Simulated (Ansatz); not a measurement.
**SiC under a change: x(Pd) = 0.333, 6 atoms, P3m1**

The reference is SiC in the zinc blende structure (space group F-43m, No. 216; a = 4.380 Å).

The other end (x = 1) is PdC in the zinc blende structure (space group F-43m, No. 216; a hypothetical phase, not in the database extracts checked): 13.02 Å³/atom, gap zero; this end may not be an ambient phase.

Perturbation: Pd replaces 33.3 % of the Si, ordered in a cell of 6 atoms (starting symmetry P3m1) and fully relaxed.

Computed with PBE/PAW in Ansatz (a first-principles code), without spin-orbit coupling, earlier PAW set. Γ-centred 17×17×6 mesh, Fermi–Dirac width 0.05 eV, for the changed cell.

The shortest interatomic distance decreases by 0.0419 Å to 1.855 Å and the band gap becomes zero (base: 1.37 eV). The mixing energy amounts to +0.08 eV/atom (to 0.01 eV only: unlike meshes or grids) (against an end that may be hypothetical) and the mean first-shell distances comes out as Si–C 1.880 Å (end compound 1.896 Å), Pd–C 2.094 Å (end compound 2.037 Å).

Final structure:

```
PdSi2C3
1.0
    3.08382     0.00000     0.00000
   -1.54191     2.67066     0.00000
    0.00000     0.00000     8.19907
C Pd Si
3 1 2
Cartesian
  0.00000   0.00000   5.90891
  0.00000   1.78044   3.42594
  1.54191   0.89022   0.95054
  0.00000   0.00000   8.13017
  0.00000   1.78044   5.38991
  1.54191   0.89022   2.84150
```

These are small ordered cells, not random alloys; other orderings at the same x differ. No phonon test of stability was made. The final runs are not spin-polarised. PdSi2C3 has a high density of states at the Fermi level and may be magnetic at this level.
